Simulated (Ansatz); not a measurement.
System: HgTe (P3₂21, No. 154, 6 atoms in the cell; start mp-1071269; a measured phase of this formula has another space group). Method: LDA (Ansatz, a first-principles code, plane waves, PAW).

Settings: plane-wave cutoff 500 eV, 12×12×4 k mesh (along the axes of the cell as run), gaussian smearing 0.02 eV, scalar-relativistic PAW data made under PBE.

Cell (relaxed at this level):

```
HgTe
1.0
    4.43845     0.00000     0.00000
   -2.21923     3.84381     0.00000
    0.00000     0.00000    10.05596
Hg Te
3 3
Cartesian
  1.42321   2.46508   0.00000
  1.59202   0.00000   6.70397
 -0.79601   1.37873   3.35199
  1.21870   2.11084   5.02798
  2.00106   0.00000   1.67599
 -1.00053   1.73297   8.37996
```

Question: Give the computed band gap.

Answer: 
- band gap = 0.36 eV (on the SCF k mesh)

Note: the relaxation could not lower the start's symmetry, so the cell can be a saddle point above a distorted one.

Spin–orbit coupling is not included; with these elements it can move the gap by several tenths of an eV or more.

Static lattice: no zero-point or thermal effects.

A start named mp-… is a Materials Project structure, which need not be a measured phase.
